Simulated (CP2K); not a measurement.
Band structure of ZnS (P6_3mc, 20 atoms in the cell).

```yaml
crystal:
  lattice:
    - [3.77610, 0.00000, 0.00000]
    - [-1.88805, 3.27020, 0.00000]
    - [0.00000, 0.00000, 30.88703]
  atoms:
    - { symbol: Zn, position: [0.66667, 0.33333, 0.20000] }
    - { symbol: Zn, position: [0.33333, 0.66667, 0.70000] }
    - { symbol: Zn, position: [0.00000, 0.00000, 0.80000] }
    - { symbol: Zn, position: [0.00000, 0.00000, 0.30000] }
    - { symbol: Zn, position: [0.66667, 0.33333, 0.90000] }
    - { symbol: Zn, position: [0.33333, 0.66667, 0.40000] }
    - { symbol: Zn, position: [0.33333, 0.66667, 0.10010] }
    - { symbol: Zn, position: [0.66667, 0.33333, 0.60010] }
    - { symbol: Zn, position: [0.00000, 0.00000, 0.00010] }
    - { symbol: Zn, position: [0.00000, 0.00000, 0.50010] }
    - { symbol: S, position: [0.66667, 0.33333, 0.27490] }
    - { symbol: S, position: [0.33333, 0.66667, 0.77490] }
    - { symbol: S, position: [0.00000, 0.00000, 0.07500] }
    - { symbol: S, position: [0.00000, 0.00000, 0.57500] }
    - { symbol: S, position: [0.66667, 0.33333, 0.67500] }
    - { symbol: S, position: [0.33333, 0.66667, 0.17500] }
    - { symbol: S, position: [0.00000, 0.00000, 0.87490] }
    - { symbol: S, position: [0.00000, 0.00000, 0.37490] }
    - { symbol: S, position: [0.33333, 0.66667, 0.47510] }
    - { symbol: S, position: [0.66667, 0.33333, 0.97510] }
```

Method of the run: PBE, GPW, DZVP-MOLOPT-SR-GTH basis, GTH-PBE potentials (GTH_POTENTIALS) in CP2K 2026.2.

Settings: CUTOFF = 600 Ry; REL_CUTOFF = 60 Ry; SMEAR/METHOD = FERMI_DIRAC; ELECTRONIC_TEMPERATURE = 580.23 K; KPOINTS/SCHEME = MONKHORST-PACK 7 7 1; XC_FUNCTIONAL = PBE; Zn/BASIS_SET = DZVP-MOLOPT-SR-GTH; Zn/POTENTIAL = GTH-PBE-q12; S/BASIS_SET = DZVP-MOLOPT-SR-GTH; S/POTENTIAL = GTH-PBE-q6; METHOD = GPW; EPS_DEFAULT = 1e-10; EXTRAPOLATION = USE_GUESS; NGRIDS = 5.

The starting cell comes from a database of computed structures (which also holds hypothetical and non-ambient phases and stackings), without a prior relaxation at this level. Its lattice was rescaled by a random factor within 2.5 % of one. Values carry the incompleteness of an atom-centred basis.

### Question
Predict the gap along the standard path and the places of the band edges.

### Answer
The gap along the path is 2.25 eV, direct at Γ to within 0.01 eV.

Levels in eV from the top of the valence band on the SCF mesh, bands 87 to 91:
```json
[
 {"point": "Γ", "87": "-0.10", "88": "-0.02", "89": "0.00", "90": "0.00", "91": "2.25"},
 {"point": "M", "87": "-1.10", "88": "-1.09", "89": "-1.06", "90": "-0.93", "91": "3.39"},
 {"point": "K", "87": "-1.71", "88": "-1.70", "89": "-1.70", "90": "-1.54", "91": "4.57"},
 {"point": "A", "87": "-0.03", "88": "-0.03", "89": "-0.03", "90": "-0.03", "91": "2.46"},
 {"point": "L", "87": "-1.14", "88": "-1.14", "89": "-0.97", "90": "-0.97", "91": "3.36"},
 {"point": "H", "87": "-1.66", "88": "-1.66", "89": "-1.61", "90": "-1.61", "91": "4.48"}
]
```

Higher empty bands are left out: an atom-centred basis made for the valence describes them poorly.
